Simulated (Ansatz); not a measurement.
Take PbS in the rock salt structure (space group Fm-3m, No. 225; a = 5.903 Å) as the base. Axes: x, y, z lie along the cube axes.

Computed with PBEsol (Ansatz, a first-principles code), spin-orbit coupling left out, earlier PAW set.

Before the change:

| Property | Value |
|---|---|
| Valley order | L along ⟨111⟩ 0.20 eV; a point along ⟨110⟩, about 0.7 Å⁻¹ from Γ 1.15 eV |
| Shortest interatomic distance | 2.951 Å |

Perturbation: uniaxial stress, 1 GPa compression along x; all other stress components relax to zero.

**Question.** What happens to the valley order?

**Answer.** The valley order (the lowest conduction-band minima on the path, energy above the VBM, named in the base's zone) goes from L along ⟨111⟩ 0.20 eV; a point along ⟨110⟩, about 0.7 Å⁻¹ from Γ 1.15 eV to L along [1-1-1] 0.18 eV; a point along [011], about 0.7 Å⁻¹ from Γ 1.14 eV.

**Question.** Estimate the effect on the energy relative to the base.

**Answer.** The energy grows by 0.5 meV/atom.

**Question.** How does this affect the shortest interatomic distance?

**Answer.** The shortest interatomic distance shrinks by 0.0195 Å (2.951 Å → 2.932 Å).

Spin-orbit coupling, missing from the scalar runs, can matter with Pb. The levels and masses belong to the bands next to the band gap. Load acts through the strain it causes; cell and atoms are relaxed under it. Beyond what the load breaks, stability against distortions was not tested.
